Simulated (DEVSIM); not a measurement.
System: illuminated Si n-on-p cell, one wavelength, at 250 K.

Layer 1 from the left is Si, thickness (μm) 0.680, Nd (cm⁻³) 9.5e17, τn (s) 1.4e-5, τp (s) 1.3e-5, absorption coefficient (cm⁻¹) 100. Layer 2 from the left is Si, thickness (μm) 45.0, Na (cm⁻³) 1.2e15, τn (s) 0.0005, τp (s) 0.0005, absorption coefficient (cm⁻¹) 100.

Left contact: ohmic, minority hole recombination velocity 80 cm/s. Right contact: ohmic, minority electron recombination velocity 200 cm/s. Voltage is applied to the left contact. Recombination: SRH at mid-gap, radiative, Auger. Light enters at the left, 1.4e17 photons cm⁻² s⁻¹, one pass, no reflection. Mobility is μmin + (μ − μmin)/(1 + (N/Nref)^α).

Constants are typed, rounded textbook-type inputs, not results; the design itself was drawn at random and stands for no fabricated device. Values at 300 K; Nc and Nv go as T^1.5, mobilities as T to minus their exponent, the gap by Varshni's rule with the affinity fixed.

Si: gap (eV) 1.124, affinity (eV) 4.05, permittivity 11.7, Nc (cm⁻³) 2.86e19, Nv (cm⁻³) 3.1e19, μn (cm²/Vs) 1417, μp (cm²/Vs) 470, μn,min 52, μp,min 45, Nref,n 9.7e16, Nref,p 2.2e17, αn 0.68, αp 0.72, T exponent of μn 2.3, T exponent of μp 2.2, B (cm³/s) 4.7e-15, Cn (cm⁶/s) 2.8e-31, Cp (cm⁶/s) 9.9e-32, Varshni α (eV/K) 0.000473, Varshni β (K) 636.

DEVSIM, 1D drift-diffusion, Boltzmann statistics, complete ionisation; no tunnelling, impact ionisation, image-force lowering or self-heating.

Dark forward current:

```tsv
|V| (V)	|J| (A/cm²)
0.05	1.984e-13
0.10	8.259e-13
0.15	3.024e-12
0.20	1.157e-11
0.25	5.214e-11
0.30	3.084e-10
0.35	2.383e-9
0.40	2.168e-8
0.45	2.118e-7
0.50	2.126e-6
0.55	2.154e-5
0.60	0.0002188
0.65	0.002217
0.70	0.02207
0.75	0.2149
0.80	1.984
0.85	15.96
0.90	101.9
0.95	504.5
1.00	1990
1.05	5930
```

Q: Work out the local ideality factor n = ΔV / (kT/q · ln(J2/J1)) between the rows 0.10 and 0.15 V, 0.55 and 0.60 V, 1.00 and 1.05 V.

A: kT/q = 21.54 mV. From 0.10 to 0.15 V: ln(3.024e-12/8.259e-13) = 1.298, n = 1.79. From 0.55 to 0.60 V: ln(0.0002188/2.154e-5) = 2.318, n = 1.00, near the 1 of diffusion or emission over a barrier. From 1.00 to 1.05 V: ln(5930/1990) = 1.092, n = 2.13.

Q: What current could the absorbed light give at most, and what share is collected?

A: Σ αd = 0.457, so qΦ(1 − exp(−Σ αd)) = 8.23 mA/cm². The simulated short-circuit current is 8.152 mA/cm², a share of 0.99.

Q: Estimate the open-circuit voltage by superposition: the voltage at which the dark current equals that short-circuit current.

A: Interpolating ln J in the table gives 0.678 V. The simulation gives 0.678 V, the same within the digits that matter. Superposition holds where collection doesn't change with voltage.

Q: Estimate the fill factor from FF0 = (v − ln(v + 0.72))/(v + 1), v = qVoc/(nkT), with n from the dark curve.

A: The rows about Voc, 0.65 and 0.70 V, give n = 1.01, so v = 31.2 and FF0 = 0.861. The simulation gives 0.861, the same within the digits that matter.
